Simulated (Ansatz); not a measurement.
Start from Rb in the bcc (W type) structure (space group Im-3m, No. 229; a = 5.5713 Å; relaxed with 0.1 eV smearing). Axes: x, y, z lie along the cube axes.

All numbers come from PBEsol, PAW, 420 eV (Ansatz, a program for electronic structure; no spin-orbit coupling).

Perturbation: compressive biaxial strain of 0.83 % in the plane normal to [111], as in epitaxy on a mismatched substrate; the out-of-plane cell vector and the atoms relax.

**Question.** What does the calculation give for the in-plane stress, ratio −ε⊥/ε∥ and energy relative to the base after the change?

**Answer.** The mean in-plane stress (compression positive) comes out as +0.1 GPa; the ratio −ε⊥/ε∥ amounts to 0.50; the energy is nearly the same.

No phonon test of stability was made. All final runs are without spin polarisation.
